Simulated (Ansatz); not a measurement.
Results of LDA (plane waves, PAW; Ansatz, an electronic-structure program) for RhPb (P6/mmm, No. 191).

Numerical settings: plane-wave cutoff 500 eV, 12×12×12 k mesh, Fermi–Dirac smearing 0.1 eV, no spin polarisation, scalar-relativistic PAW data made under PBE.

Computed at the level's own relaxed cell.

### Question
What does this level give for the volume per atom, lattice parameter a and lattice parameter c?

### Answer

* **volume per atom**: 20.06 Å³/atom
* **lattice parameter a**: 5.619 Å
* **lattice parameter c**: 4.402 Å

The run finds no gap.

Spin–orbit coupling is not included; it can shift volumes and moduli of such heavy elements.

Computed values are for the static lattice.

Cost on a shared machine: very roughly 5 core-minutes.
